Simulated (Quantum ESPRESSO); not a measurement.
Input and output of a self-consistent single point for the (001) slab of As (cut from a parent of space group no. 166; 6 atoms in the cell) (Quantum ESPRESSO).

Method: LDA (PZ), GBRV 1.5 ultrasoft (LDA) pseudopotentials (plane waves; Quantum ESPRESSO 7.5).

The change in words: vacuum of 5 angstrom (first run: 10 Å). Reference geometry:
```
As
1.0
    3.68611     0.00000     0.00000
   -1.84305     3.19226     0.00000
    0.00000     0.00000    18.69250
As
6
Direct
  0.00000   0.00000   0.73251
  0.66667   0.33333   0.66383
  0.66667   0.33333   0.33617
  0.33333   0.66667   0.26749
  0.33333   0.66667   0.53434
  0.00000   0.00000   0.46566
```

Reference input (self-consistent single point, DFT, LDA (PZ), plane waves, GBRV 1.5 ultrasoft (LDA) pseudopotentials): ecutwfc = 40 Ry; ecutrho = 200 Ry; occupations = smearing; smearing = cold; degauss = 0.0036749 Ry; mixing_mode = local-TF; potentials = {As: as_lda_v1.uspp.F.UPF}; K_POINTS = automatic 7 7 1 0 0 0; tefield = true; dipfield = true; edir = 3; emaxpos = 0.97. This run's input differs from it in these lines:

```diff
@@ -13,3 +13,3 @@
  celldm(1) = 6.965732365
- celldm(3) = 5.07106844357
+ celldm(3) = 3.71462349030
  nat = 6
@@ -34,8 +34,8 @@
 ATOMIC_POSITIONS crystal
-As    0.000000000    0.000000000    0.732513000
-As    0.666666667    0.333333333    0.663828000
-As    0.666666667    0.333333333    0.336167000
-As    0.333333333    0.666666667    0.267487000
-As    0.333333333    0.666666667    0.534337000
-As    0.000000000    0.000000000    0.465657000
+As    0.000000000    0.000000000    0.817418000
+As    0.666666667    0.333333333    0.723652000
+As    0.666666667    0.333333333    0.276341000
+As    0.333333333    0.666666667    0.182582000
+As    0.333333333    0.666666667    0.546876000
+As    0.000000000    0.000000000    0.453116000
 K_POINTS automatic
```

Log, with long lists cut:

```
     Self-consistent Calculation

     iteration #  1     ecut=    40.00 Ry     beta= 0.30

---- Real-time Memory Report at c_bands before calling an iterative solver
           208 MiB given to the printing process from OS
            72 MiB allocation reported by mallinfo(arena+hblkhd)
------------------

     Threshold (ethr) on eigenvalues was too large:
     Diagonalizing with lowered threshold

---- Real-time Memory Report at c_bands before calling an iterative solver
           254 MiB given to the printing process from OS
            86 MiB allocation reported by mallinfo(arena+hblkhd)
------------------

   [... lines left out ...]

---- Real-time Memory Report at c_bands before calling an iterative solver
           270 MiB given to the printing process from OS
           103 MiB allocation reported by mallinfo(arena+hblkhd)
------------------

     Adding external electric field

     Computed dipole along edir(3) :
        Elec. dipole          0.0446 Ry au,          0.1134 Debye
        Ion. dipole           0.0448 Ry au,          0.1140 Debye
        Dipole                0.0203 Ry au,          0.0516 Debye
        Dipole field          0.0002 Ry au,

        Potential amp.       -0.0115 Ry
        Total length         24.5813 bohr
     End of self-consistent calculation

     the Fermi energy is     4.9859 ev

!    total energy              =    -238.79371975 Ry
     estimated scf accuracy    <          4.3E-11 Ry
     smearing contrib. (-TS)   =      -0.00003877 Ry
     internal energy E=F+TS    =    -238.79368098 Ry

     electric field correction =       0.00000476 Ry

     convergence has been achieved in  18 iterations

     Forces acting on atoms (cartesian axes, Ry/au):

     atom    1 type  1   force =    -0.00000002    0.00000001    0.01304002
     atom    2 type  1   force =    -0.00000001   -0.00000002   -0.02267346
     atom    3 type  1   force =    -0.00000002    0.00000002    0.02307093
     atom    4 type  1   force =     0.00000000    0.00000000   -0.01354236
     atom    5 type  1   force =     0.00000004    0.00000000    0.01611154
     atom    6 type  1   force =     0.00000000   -0.00000001   -0.01600667

     Total force =     0.043767     Total SCF correction =     0.000013

   JOB DONE.
```

The run converged in 18 iterations. Against the reference run the free energy drops by 2.8 meV/atom and the largest force goes from 0.558 to 0.593 eV/Å.

The starting cell comes from a database of computed structures (which also holds hypothetical and non-ambient phases and stackings), without a prior relaxation at this level. The slab is cut from that crystal, and its faces are unrelaxed. Its lattice was rescaled in the plane by a random factor within 2.5 % of one. Spin polarisation is off, though cut faces can carry moments; the slab shows no gap.

Cost on one core of a shared machine: roughly 70 s.
